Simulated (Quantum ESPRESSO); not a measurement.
Band structure of Cr3B4 (Immm, 7 atoms in the cell).

```yaml
crystal:
  lattice:
    - [-1.44066, 1.45377, 6.44910]
    - [1.44066, -1.45377, 6.44910]
    - [1.44066, 1.45377, -6.44910]
  atoms:
    - { symbol: Cr, position: [0.18578, 0.18578, 0.00000] }
    - { symbol: Cr, position: [0.81422, 0.81422, 0.00000] }
    - { symbol: Cr, position: [0.50000, 0.00000, 0.50000] }
    - { symbol: B, position: [0.93359, 0.43359, 0.50000] }
    - { symbol: B, position: [0.06641, 0.56641, 0.50000] }
    - { symbol: B, position: [0.35962, 0.35962, 0.00000] }
    - { symbol: B, position: [0.64038, 0.64038, 0.00000] }
```

Level of theory: PBEsol, GBRV 1.5 ultrasoft (PBESOL) pseudopotentials (plane waves; Quantum ESPRESSO 7.5).

Settings: ecutwfc = 50 Ry; ecutrho = 400 Ry; occupations = smearing; smearing = fermi-dirac; degauss = 0.0099958 Ry; potentials = {Cr: cr_pbesol_v1.5.uspp.F.UPF, B: b_pbesol_v1.4.uspp.F.UPF}; K_POINTS = automatic 5 5 5 0 0 0; conv_thr = 1e-10 Ry; mixing_beta = 0.3.

The starting cell comes from a database of computed structures (which also holds hypothetical and non-ambient phases and stackings), without a prior relaxation at this level. Its lattice was rescaled by a random factor within 2.5 % of one. Spin polarisation is off.

Levels in eV from the Fermi level, bands 24 to 31:
```json
[
 {"point": "Γ", "24": "-2.49", "25": "-0.62", "26": "-0.56", "27": "-0.31", "28": "-0.23", "29": "0.38", "30": "0.52", "31": "1.26"},
 {"point": "X", "24": "-2.18", "25": "-1.52", "26": "-1.42", "27": "-1.12", "28": "0.08", "29": "0.54", "30": "0.70", "31": "0.95"},
 {"point": "L", "24": "-2.57", "25": "-2.57", "26": "0.67", "27": "0.80", "28": "0.81", "29": "0.95", "30": "0.97", "31": "1.20"},
 {"point": "T", "24": "-2.56", "25": "-2.56", "26": "0.67", "27": "0.80", "28": "0.91", "29": "0.94", "30": "0.98", "31": "1.14"},
 {"point": "W", "24": "-2.56", "25": "-2.56", "26": "0.67", "27": "0.84", "28": "0.91", "29": "0.92", "30": "0.99", "31": "1.11"},
 {"point": "R", "24": "-2.24", "25": "-1.85", "26": "-1.10", "27": "-1.08", "28": "-0.06", "29": "0.56", "30": "0.85", "31": "0.93"},
 {"point": "X1", "24": "-2.18", "25": "-1.52", "26": "-1.42", "27": "-1.12", "28": "0.08", "29": "0.54", "30": "0.70", "31": "0.95"},
 {"point": "Z", "24": "-2.12", "25": "-0.47", "26": "-0.42", "27": "-0.39", "28": "-0.03", "29": "0.38", "30": "0.57", "31": "0.62"},
 {"point": "Y", "24": "-2.81", "25": "-1.15", "26": "-0.97", "27": "-0.25", "28": "0.00", "29": "0.18", "30": "0.47", "31": "0.98"},
 {"point": "S", "24": "-2.78", "25": "-1.13", "26": "-0.77", "27": "-0.70", "28": "0.29", "29": "0.32", "30": "0.52", "31": "0.74"},
 {"point": "L1", "24": "-2.57", "25": "-2.57", "26": "0.67", "27": "0.80", "28": "0.81", "29": "0.95", "30": "0.97", "31": "1.20"}
]
```

Bands cross the Fermi level along this path, so the cell is metallic at this level.
